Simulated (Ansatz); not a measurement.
System: CaZrS3 (model structure, started from the cubic perovskite type, Pm-3m, No. 221, 5 atoms in the cell). Method: PBE0 (Ansatz, an electronic-structure program, PAW).

Numerical settings: plane-wave cutoff 460 eV, 4×4×4 k mesh, Fermi–Dirac smearing 0.01 eV, scalar-relativistic PAW data made under PBE.

Cell (relaxed with PBEsol):

```cif
data_CaS3Zr
_chemical_formula_sum 'Ca1 Zr1 S3'
_space_group_name_H-M_alt 'Pm-3m'
_space_group_IT_number 221
_space_group_name_Hall '-P 4 2 3'
_cell_length_a 4.92496
_cell_length_b 4.92496
_cell_length_c 4.92496
_cell_angle_alpha 90.000
_cell_angle_beta 90.000
_cell_angle_gamma 90.000
loop_
_atom_site_label
_atom_site_type_symbol
_atom_site_symmetry_multiplicity
_atom_site_Wyckoff_symbol
_atom_site_fract_x
_atom_site_fract_y
_atom_site_fract_z
_atom_site_occupancy
Ca1 Ca 1 a 0.00000 0.00000 0.00000 1
Zr1 Zr 1 b 0.50000 0.50000 0.50000 1
S1 S 3 c 0.00000 0.50000 0.50000 1
```

Task: Predict the band gap and smallest direct gap on the k points sampled.

Result: 
- band gap: 1.73 eV (on the SCF k mesh)
- smallest direct gap on the k points sampled: 2.36 eV

Note: the relaxation could raise the start's symmetry but not lower it, so the cell can be a saddle point; cell and atoms aren't relaxed at this level (pressure 1.7 GPa).

Spin–orbit coupling is not included.

Computed values are for the static lattice.

Cost on a shared machine: very roughly 80 core-seconds.

A model structure was made by putting elements into a prototype or built by hand; it is no filed structure, need not be a known phase, and can be a saddle point held by its symmetry.
